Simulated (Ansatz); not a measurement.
Take BiB in the zinc blende structure (space group F-43m, No. 216; a = 5.491 Å; a hypothetical phase, not in the database extracts checked) as the base.

Calculations: Ansatz (an electronic-structure program), r2SCAN, PAW, cutoff 500 eV, no SOC.

Base values:

Smallest direct gap: 0.39 eV
Lattice parameter a: 5.491 Å
Gap character: direct at Γ

One thing is altered: cell and atoms relaxed at a pressure of 60 GPa.

**Question.** What happens to the smallest direct gap, lattice parameter a and gap character?

**Answer.** The smallest direct gap rises by 2.326 eV (0.39 eV → 2.71 eV); the lattice parameter a decreases by 0.6002 Å to 4.890 Å; the gap character changes from direct at Γ to indirect, Γ → Γ–X (76 % along).

Spin-orbit coupling, missing from the scalar runs, can matter with Bi. Load acts through the strain it causes; cell and atoms are relaxed under it. No phonon test of stability was made. No other phases were tried under pressure.
